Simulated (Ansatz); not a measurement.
Nb in the bcc (W type) structure (space group Im-3m, No. 229)

```
CELL_PARAMETERS angstrom
     -1.63562     1.63562     1.63562
      1.63562    -1.63562     1.63562
      1.63562     1.63562    -1.63562
ATOMIC_POSITIONS crystal
  Nb 0.00000 0.00000 0.00000
```

The values are results of Kohn–Sham DFT with the PBEsol functional, run in Ansatz (an electronic-structure program) with PAW and 420 eV plane waves, scalar-relativistic without spin-orbit coupling, earlier PAW set, not measurements. k-mesh 20×20×20 (Γ-centred); smearing 0.05 eV (Fermi–Dirac).

```json
{
  "volume_per_atom": "17.50 Å³",
  "density": "8.81 g/cm³",
  "band_gap": "zero",
  "total_energy": "-4495.484 eV/atom (σ→0; compares only within this code and set-up)"
}
```

No phonon test of stability was made. All final runs are without spin polarisation.
